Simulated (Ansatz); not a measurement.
Consider InHO2 (space group Pnnm, No. 58; a = 4.521 Å, b = 5.282 Å, c = 3.287 Å; a cell from a computed database, its experimental status unchecked). Axes: x, y, z lie along a, b, c of the conventional cell.

All numbers come from PBEsol, PAW, 420 eV (Ansatz, a program for electronic structure; spin-orbit coupling left out).

Base values:

* **Band gap**: 1.98 eV
* **Gap character**: direct at Γ

One thing is altered: biaxial strain −3.23 %, plane normal [001], relaxed out of plane (Cartesian); in-plane vectors clamped, the third vector and the atoms free.

### Question
Predict the new ratio −ε⊥/ε∥.

### Answer
The ratio −ε⊥/ε∥ amounts to 0.95.

### Question
Predict the new band gap.

### Answer
The band gap rises by 0.157 eV, from 1.98 eV to 2.13 eV.

### Question
What happens to the gap character?

### Answer
The gap character changes from direct at Γ to indirect, k = (0.286, 0, 0.400) in the run's primitive reciprocal basis → Γ.

Whether these cells are dynamically stable was not tested.
